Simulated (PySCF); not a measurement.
PySCF run on Si (Fd-3m, 2 atoms in the cell): self-consistent single point.

Method: LDA, Gaussian basis gth-dzvp-molopt-sr, GTH pseudopotentials gth-pade, FFT density fitting with multigrid (PySCF 2.14.0).

```
Si
1.0
    0.00000     2.72566     2.72566
    2.72566     0.00000     2.72566
    2.72566     2.72566     0.00000
Si
2
Direct
  0.25000   0.25000   0.25000
  0.00000   0.00000   0.00000
```

Reference input (self-consistent single point, DFT PBE, Gaussian basis gth-dzvp-molopt-sr, GTH pseudopotentials gth-pbe, FFT density fitting with multigrid): cell.basis = gth-dzvp-molopt-sr; cell.pseudo = gth-pbe; cell.ke_cutoff = 50 Ha; make_kpts mesh = 8 8 8; mf.xc = pbe; smearing.sigma = 0.000734986 Ha; smearing.method = fermi; cell.precision = 1e-06; solver class = KRKS; density fitting = multigrid_numint; mf.conv_tol = 1e-08 Ha; mf.max_cycle = 80. This run's input differs from it in these lines:

```diff
@@ -13,3 +13,3 @@
 cell.basis = 'gth-dzvp-molopt-sr'
-cell.pseudo = 'gth-pbe'
+cell.pseudo = 'gth-pade'
 cell.ke_cutoff = 50
@@ -22,3 +22,3 @@
 kmf = dft.KRKS(cell, kpts).multigrid_numint()
-kmf.xc = 'pbe'
+kmf.xc = 'lda,pw'
 kmf.conv_tol = 1e-08
```

The program printed (abridged):

```
init E= -7.86486843572364
    sigma = 0.000734986  Optimized mu = 0.230741576197  entropy = 6.32888359558e-07
nelec by numeric integration = 7.999999999998147
    Total E(T) = -7.92996830967474  Free energy = -7.9299683101399  E0 = -7.92996830990732
cycle= 1 E= -7.92996830967474  delta_E= -0.0651  |g|= 0.396  |ddm|= 55.4
    sigma = 0.000734986  Optimized mu = 0.228659653003  entropy = 1.74506246332e-07
nelec by numeric integration = 7.999999999998199
    Total E(T) = -7.93015101118902  Free energy = -7.93015101131728  E0 = -7.93015101125315
cycle= 2 E= -7.93015101118902  delta_E= -0.000183  |g|= 0.152  |ddm|= 0.838
   [... lines left out ...]
cycle= 5 E= -7.93017740382826  delta_E= -2.36e-07  |g|= 1.25e-05  |ddm|= 0.0392
    sigma = 0.000734986  Optimized mu = 0.227726483017  entropy = 1.03795283569e-07
nelec by numeric integration = 7.9999999999982165
    Total E(T) = -7.93017740382856  Free energy = -7.93017740390485  E0 = -7.9301774038667
cycle= 6 E= -7.93017740382856  delta_E= -2.95e-13  |g|= 2.44e-07  |ddm|= 4.44e-05
    sigma = 0.000734986  Optimized mu = 0.227726478892  entropy = 1.03795002505e-07
nelec by numeric integration = 7.99999999999822
    Total E(T) = -7.93017740382857  Free energy = -7.93017740390486  E0 = -7.93017740386672
Extra cycle  E= -7.93017740382857  delta_E= -1.51e-14  |g|= 8.71e-08  |ddm|= 1.12e-06
converged SCF energy = -7.93017740382857
electrons per cell = 8.000000
highest filled level = 0.216606 Ha, lowest empty level = 0.239360 Ha
```

The run converged in 6 iterations. Against the reference run the gap on the mesh goes from 0.693 to 0.619 eV.

The starting cell comes from a database of computed structures (which also holds hypothetical and non-ambient phases and stackings), without a prior relaxation at this level. Its lattice was rescaled by a random factor within 2.5 % of one. Values carry the incompleteness of an atom-centred basis.

Cost on one core of a shared machine: roughly 2 min.
